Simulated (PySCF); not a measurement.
PySCF 2.14.0, BP86/def2-svp, df: Ag(SMe)(NH3) (C[S][Ag]<-[NH3]), 10 atoms. The geometry is a generated start, not checked to be a minimum at this level.

```
Property                                            Result
-------------------------  -------------------------------
task                                                energy
method                                                bp86
basis                                             def2-svp
two-electron scheme                        density fitting
mol.max_memory                                     3000 MB
mf.max_cycle                                           100
mf.init_guess                              minao (default)
mf.DIIS                                    CDIIS (default)
mf.diis_space                                  8 (default)
mf.conv_tol                                1e-09 (default)
mf.grids.level                                 3 (default)
effective core potentials  those of the basis set, past Kr
basis functions                                        107
grid points                                         128192
```

```xyz
10

Ag     0.0373    -0.0315     0.8816
S      1.8787     1.0474    -0.0706
C      1.6081     0.9895    -1.8882
H      1.5825    -0.0393    -2.2323
H      2.4573     1.5025    -2.3302
H      0.6898     1.5069    -2.1502
N     -1.8437    -1.1177     1.8326
H     -2.6929    -0.5805     1.6955
H     -1.7204    -1.2421     2.8326
H     -1.9967    -2.0353     1.4293
```

Charge 0 and multiplicity 1 are set for this test and not shown to be the ground state.

One run each on 2 threads, 1 BLAS thread. Values of level_shift (Hartree) tried: 0 (default), 0.1, 0.3, 1.

Which value of level_shift (Hartree) needs the fewest Fock builds, and what happens away from it?

Fewest Fock builds, within one of each other: 0 (default) with 17, 0.1 with 18. The count rises to 54 at 1. All converge to one solution.

```csv
level_shift (Hartree),Fock builds,end
0 (default),17,same solution
0.1,18,same solution
0.3,26,same solution
1,54,same solution
```
